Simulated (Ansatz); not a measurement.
Base system: Nb in the bcc (W type) structure (space group Im-3m, No. 229; a = 3.3045 Å; relaxed with 0.1 eV smearing).

Level of theory: r2SCAN, PAW, 500 eV (Ansatz, a program for electronic structure; no spin-orbit coupling).

Strains are applied to the cell and any free atomic positions relax.

One change was made to it. Results:

The energy rises by 2.2 meV/atom; the pressure goes from zero to -2.5 GPa.

Problem. Which change produced these results?
A) isotropic strain +2.50 %
B) isotropic strain +3.00 %
C) isotropic strain +1.00 %
D) isotropic strain +2.00 %
E) isotropic strain +0.50 %

Solution. E, isotropic strain +0.50 %. For comparison, the energy relative to the base in the other runs: isotropic strain +3.00 % gives +73 meV/atom; isotropic strain +2.00 % gives +33 meV/atom; isotropic strain +2.50 % gives +52 meV/atom; isotropic strain +1.00 % gives +8.6 meV/atom.

No phonon test of stability was made. The final runs are not spin-polarised.
